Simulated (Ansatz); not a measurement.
Consider InSb in the zinc blende structure (space group F-43m, No. 216; a = 6.556 Å).

Computed with r2SCAN (Ansatz, a program for electronic structure), no spin-orbit coupling.

One change was made to it. Results:

```csv
quantity,base,after
band gap,zero,0.89 eV
volume per atom,35.22 Å³,25.51 Å³
```

**Question.** Name the change that was made.
(A) pressure −2 GPa
(B) pressure 30 GPa
(C) pressure 7 GPa
(D) pressure 15 GPa

**Answer.** B, pressure 30 GPa. For comparison, the band gap in the other runs: pressure 7 GPa gives 0.77 eV; pressure −2 GPa gives zero; pressure 15 GPa gives 1.15 eV.

Spin-orbit coupling, missing from the scalar runs, can matter with Sb. Load acts through the strain it causes; cell and atoms are relaxed under it. Whether these cells are dynamically stable was not tested. Tetrahedral semiconductors of this kind turn to denser phases somewhere between about 1 and 50 GPa; those were not computed, so compressed cells here can lie past the real transition. The final runs are not spin-polarised. Gaps under 0.05 eV, about the width of the smearing, are given as zero. The zero or small gap of InSb can change with the level of theory.
